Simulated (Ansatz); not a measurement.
# LiCl: isotropic strain +1.00 %

Take LiCl in the rock salt structure (space group Fm-3m, No. 225; a = 5.150 Å) as the base.

Modification: an isotropic linear strain of +1.00 %, atoms relaxed at fixed cell.

Calculations: PBE/PAW in Ansatz (an electronic-structure program), without spin-orbit coupling. k-mesh 11×11×11 (Γ-centred); smearing 0.05 eV (Fermi–Dirac).

```json
[
 {"quantity": "volume per atom", "base": "17.08 Å³", "changed": "17.60 Å³", "shift": "+0.52 Å³"},
 {"quantity": "space group", "base": "Fm-3m (No. 225)", "changed": "Fm-3m (No. 225)", "shift": "–"},
 {"quantity": "shortest interatomic distance", "base": "2.575 Å", "changed": "2.601 Å", "shift": "+0.026 Å"},
 {"quantity": "energy relative to the base (free energy F)", "base": "0 meV/atom", "changed": "+1.5 meV/atom", "shift": "+1.5 meV/atom"},
 {"quantity": "band gap", "base": "6.26 eV", "changed": "6.09 eV", "shift": "-0.164 eV"},
 {"quantity": "gap character", "base": "direct at Γ", "changed": "direct at Γ", "shift": "–"},
 {"quantity": "mean gap deformation potential ΔEg/Δln V", "base": "–", "changed": "-5.5 eV", "shift": "–"},
 {"quantity": "electron mass", "base": "0.47 mₑ (at Γ)", "changed": "0.47 mₑ (at Γ)", "shift": "–"},
 {"quantity": "valley order (the lowest conduction-band minima on the path, energy above the VBM, named in the base's zone)", "base": "Γ 6.26 eV; L along ⟨111⟩ 6.73 eV", "changed": "Γ 6.09 eV; L along ⟨111⟩ 6.70 eV", "shift": "–"}
]
```

Final structure:

```yaml
crystal:
  lattice:
    - [0.00000, 2.60094, 2.60094]
    - [2.60094, 0.00000, 2.60094]
    - [2.60094, 2.60094, 0.00000]
  atoms:
    - { symbol: Li, position: [0.00000, 0.00000, 0.00000] }
    - { symbol: Cl, position: [0.50000, 0.50000, 0.50000] }
```

Effective masses come from finite differences of ±0.01 Å⁻¹. No phonon test of stability was made.
